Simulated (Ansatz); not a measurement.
Results of r²SCAN in Ansatz (PAW) for PbSe (Cmcm, No. 63, 4 atoms in the cell; start mp-1063670; high-pressure phase).

Numerical settings: plane-wave cutoff 560 eV, 8×8×8 k mesh, Fermi–Dirac smearing 0.01 eV, scalar-relativistic PAW data made under PBE.

Cell (relaxed at this level):

```
PbSe
1.0
    2.15704    -6.12528     0.00000
    2.15704     6.12528     0.00000
    0.00000     0.00000     4.44947
Pb Se
2 2
Cartesian
  2.15704  -1.61075   3.33711
  2.15704   1.61075   1.11237
  2.15704  -4.42026   3.33711
  2.15704   4.42026   1.11237
```

**Question.** What does this level give for the band gap and Γ–Γ gap?

**Answer.** 
- band gap: 1.30 eV (on the SCF k mesh)
- Γ–Γ gap: 5.31 eV

Note: the relaxation could not lower the start's symmetry, so the cell can be a saddle point above a distorted one; the cell has widely spaced layers and the level no dispersion term, so their spacing and the moduli can rest on weak binding.

Spin–orbit coupling is not included; with these elements it can move the gap by several tenths of an eV or more.

Static lattice: no zero-point or thermal effects.

It cost very roughly 4 core-minutes of CPU time.

A start named mp-… is a Materials Project structure, which need not be a measured phase.

Ansatz is a quantum-chemistry and plane-wave program.
